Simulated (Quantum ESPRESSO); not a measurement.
Worked example: self-consistent single point of PbO (P4/nmm, 4 atoms in the cell) in Quantum ESPRESSO.

Level of theory: PBE, GBRV 1.5 ultrasoft (PBE) pseudopotentials (plane waves; Quantum ESPRESSO).

```yaml
crystal:
  lattice:
    - [4.04670, 0.00000, 0.00000]
    - [0.00000, 4.04670, 0.00000]
    - [0.00000, 0.00000, 5.32189]
  atoms:
    - { symbol: Pb, position: [0.50000, 0.00000, 0.22597] }
    - { symbol: Pb, position: [0.00000, 0.50000, 0.77403] }
    - { symbol: O, position: [0.50000, 0.50000, 0.00000] }
    - { symbol: O, position: [0.00000, 0.00000, 0.00000] }
```

Reference input (self-consistent single point, DFT, PBE, plane waves, GBRV 1.5 ultrasoft (PBE) pseudopotentials): ecutwfc = 40 Ry; ecutrho = 200 Ry; occupations = smearing; smearing = fd; degauss = 0.0073499 Ry; potentials = {Pb: pb_pbe_v1.uspp.F.UPF, O: o_pbe_v1.2.uspp.F.UPF}; K_POINTS = automatic 6 6 4 1 1 1; conv_thr = 1e-10 Ry. This run's input differs from it in these lines:

```diff
@@ -15,4 +15,4 @@
     ntyp = 2
-    ecutwfc = 40
-    ecutrho = 200
+    ecutwfc = 24
+    ecutrho = 120
     occupations = 'smearing'
```

Output (repeated stretches shortened):

```
     Self-consistent Calculation

     iteration #  1     ecut=    24.00 Ry     beta= 0.70

---- Real-time Memory Report at c_bands before calling an iterative solver
            81 MiB given to the printing process from OS
            23 MiB allocation reported by mallinfo(arena+hblkhd)
------------------

     negative rho (up, down):  2.602E-02 0.000E+00

     total energy              =    -392.06561295 Ry
     estimated scf accuracy    <       1.33186666 Ry

     iteration #  2     ecut=    24.00 Ry     beta= 0.70

---- Real-time Memory Report at c_bands before calling an iterative solver
   [... lines left out ...]
           113 MiB given to the printing process from OS
            48 MiB allocation reported by mallinfo(arena+hblkhd)
------------------

     negative rho (up, down):  2.801E-02 0.000E+00

     total energy              =    -392.80791883 Ry
     estimated scf accuracy    <          1.2E-09 Ry

     iteration # 15     ecut=    24.00 Ry     beta= 0.70

---- Real-time Memory Report at c_bands before calling an iterative solver
           113 MiB given to the printing process from OS
            48 MiB allocation reported by mallinfo(arena+hblkhd)
------------------

     negative rho (up, down):  2.801E-02 0.000E+00
     End of self-consistent calculation

     the Fermi energy is     8.4553 ev

!    total energy              =    -392.80791883 Ry
     estimated scf accuracy    <          7.0E-11 Ry
     smearing contrib. (-TS)   =      -0.00000119 Ry
     internal energy E=F+TS    =    -392.80791764 Ry

     convergence has been achieved in  15 iterations

     negative rho (up, down):  2.801E-02 0.000E+00

     Forces acting on atoms (cartesian axes, Ry/au):

     atom    1 type  1   force =     0.00000000    0.00000000   -0.00865676
     atom    2 type  1   force =     0.00000000    0.00000000    0.00865676
     atom    3 type  2   force =     0.00000000    0.00000000    0.00000000
     atom    4 type  2   force =     0.00000000    0.00000000    0.00000000

     Total force =     0.012243     Total SCF correction =     0.000063

     negative rho (up, down):  2.801E-02 0.000E+00
          total   stress  (Ry/bohr**3)                   (kbar)     P=     -184.90
  -0.00125104   0.00000000   0.00000000         -184.03        0.00        0.00
   0.00000000  -0.00125104   0.00000000            0.00     -184.03        0.00
   0.00000000   0.00000000  -0.00126860            0.00        0.00     -186.62

   JOB DONE.
```

The run converged in 15 iterations. Against the reference run the free energy goes up by 474 meV/atom, the pressure goes from -0.21 to -18.49 GPa, the largest force stays at 0.223 eV/Å and the gap on the mesh goes from 2.043 to 2.027 eV.

The starting cell comes from a database of computed structures (which also holds hypothetical and non-ambient phases and stackings), without a prior relaxation at this level. Its lattice was rescaled by a random factor within 2.5 % of one. Spin-orbit coupling is off. The shifted mesh does not hold Γ, so a gap read on it misses any band edge there.
